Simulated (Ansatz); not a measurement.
Start from Au in the fcc (Cu type) structure (space group Fm-3m, No. 225; a = 4.125 Å; relaxed with 0.1 eV smearing). Axes: x, y, z lie along the cube axes.

Calculations: r2SCAN in Ansatz (plane waves to 500 eV, PAW, no SOC).

Strains are applied to the cell and any free atomic positions relax; under biaxial strain the out-of-plane vector relaxes too.

One change was made to it. Results:

| quantity | base | after |
|---|---|---|
| pressure (mean of the normal stresses, compression positive) | 0.0 GPa | 0.6 GPa |
| energy relative to the base (free energy F) | 0 meV/atom | +1.4 meV/atom |

**Question.** What was done to the base?
A) biaxial strain −0.50 %, plane normal [001], relaxed out of plane
B) biaxial strain −3.00 %, plane normal [001], relaxed out of plane
C) biaxial strain −2.00 %, plane normal [001], relaxed out of plane
D) biaxial strain −1.50 %, plane normal [001], relaxed out of plane

**Answer.** D, biaxial strain −1.50 %, plane normal [001], relaxed out of plane. For comparison, the energy relative to the base in the other runs: biaxial strain −3.00 %, plane normal [001], relaxed out of plane gives +7.6 meV/atom; biaxial strain −0.50 %, plane normal [001], relaxed out of plane gives +0.1 meV/atom; biaxial strain −2.00 %, plane normal [001], relaxed out of plane gives +2.8 meV/atom.

No phonon test of stability was made.

Ansatz is a quantum-chemistry and plane-wave program.
